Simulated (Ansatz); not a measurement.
System: PtAg (R-3m, No. 166, 2 atoms in the cell; start mp-1229015). Method: PBEsol (plane waves, PAW; Ansatz, an electronic-structure program).

Run with plane-wave cutoff 520 eV, 22×22×22 k mesh, Fermi–Dirac smearing 0.05 eV, no spin polarisation, scalar-relativistic PAW data made under PBE.

Cell (relaxed at this level):

```
CELL_PARAMETERS angstrom
      1.38621     0.80033     4.68901
     -1.38621     0.80033     4.68901
      0.00000    -1.60066     4.68901
ATOMIC_POSITIONS crystal
  Ag 0.00000 0.00000 0.00000
  Pt 0.50000 0.50000 0.50000
```

What does this level give for the bulk modulus?


- bulk modulus = 198 GPa

The run finds no gap.

Note: the bulk modulus is −V dP/dV from two relaxed cells at ±2 % in volume; the relaxation could not lower the start's symmetry, so the cell can be a saddle point above a distorted one.

Spin–orbit coupling is not included.

Static lattice: no zero-point or thermal effects.

Computing time: about 6 core-minutes (a rough figure).

A start named mp-… is a Materials Project structure, which need not be a measured phase.
